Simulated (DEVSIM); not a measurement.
Device: Al/SiO2/p-GaAs capacitor, at 400 K.

| layer (left to right) | material | thickness (nm) | Na (cm⁻³) |
|---|---|---|---|
| 1 | SiO2 | 1.10 | - |
| 2 | GaAs | 3100 | 4.4e16 |

Metal gate on the left, work function 4.1 eV. Fixed charge at the semiconductor interface 1.5e11 cm⁻² (in units of +e); no interface traps.

Constants are typed, rounded textbook-type inputs, not results; the design itself was drawn at random and stands for no fabricated device. Values at 300 K; Nc and Nv go as T^1.5, mobilities as T to minus their exponent, the gap by Varshni's rule with the affinity fixed.

```tsv
parameter	SiO2	GaAs
gap (eV)	9	1.424
affinity (eV)	0.9	4.07
permittivity	3.9	12.9
Nc (cm⁻³)	-	4.7e17
Nv (cm⁻³)	-	9e18
Varshni α (eV/K)	-	0.000541
Varshni β (K)	-	204
```

Model (solved in DEVSIM): 1D Poisson equation in equilibrium, Boltzmann statistics, complete ionisation; no quantum confinement or tunnelling. Metal contacts follow the ideal Schottky-Mott rule: no Fermi-level pinning, no interface dipoles.

The fixed charge was swept, all else fixed.

| fixed charge (cm^-2) | flat-band voltage (V) | threshold voltage (band bending 2φF) (V) |
|---|---|---|
| -8.55e12 | -0.72 | 0.41 |
| -4.2e12 | -0.94 | 0.19 |
| 1.5e11 | -1.16 | -0.03 |
| 4.5e12 | -1.38 | (withheld) |
| 8.85e12 | -1.60 | -0.47 |

Problem. What belongs in the gaps?

Solution. 
- 4.5e12, threshold voltage (band bending 2φF) (V): -0.25
